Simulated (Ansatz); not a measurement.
Base system: AlN in the zinc blende structure (space group F-43m, No. 216; a = 4.3777 Å). Axes: x, y, z lie along the cube axes.

Modification: biaxial strain −2.50 %, plane normal [111], relaxed out of plane (Cartesian); in-plane vectors clamped, the third vector and the atoms free.

Computed with plane-wave PAW DFT at the PBEsol level (Ansatz, a program for electronic structure, 420 eV), without spin-orbit coupling.

Give the band edges at the high-symmetry points of the new zone, measured from its valence-band maximum.


| point | valence edge (eV) | conduction edge (eV) |
|---|---|---|
| Γ | 0.00 | 4.27 |
| T | -0.42 | 7.77 |
| H₂ | -2.92 | 5.88 |
| H₀ | -2.92 | 5.88 |
| L | -0.57 | 7.36 |
| S₀ | -1.65 | 4.96 |
| S₂ | -1.65 | 4.96 |
| F | -1.76 | 3.07 |

The gap is 3.07 eV, indirect, Γ → F.

Whether these cells are dynamically stable was not tested. This is not the structure that AlN has at room temperature and ambient pressure. k-point labels follow each cell's own Brillouin zone.
